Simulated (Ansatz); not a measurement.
Where the default PAW files enter, the runs use the earlier of Ansatz's two default sets.

By PBEsol, the system below comes out a metal.

Without scattering a metal conducts by its projected Fermi surface.

Given:

```
NbN
1.0
    3.14837     0.00000     0.00000
    0.00000     4.45247     0.00000
    1.57419     2.22623     1.57419
Nb N
1 1
Direct
  0.00000   0.50000   0.00000
  0.00000   0.00000   0.00000
```

Space group of this cell: Fm-3m, rock salt. The cell is taken as given; by PBEsol its mean pressure is -14.7 GPa.

The current flows along the normal of the first two printed cell vectors, the (110) plane of the conventional cell. No spin-orbit coupling; the value is a mean over 0.1 eV about the Fermi level.

**Question.** Compute, with PBEsol (Ansatz, an electronic-structure program), the ballistic conductance per area.

**Answer.** 1.6 × 10¹⁵ S/m² for both spins.
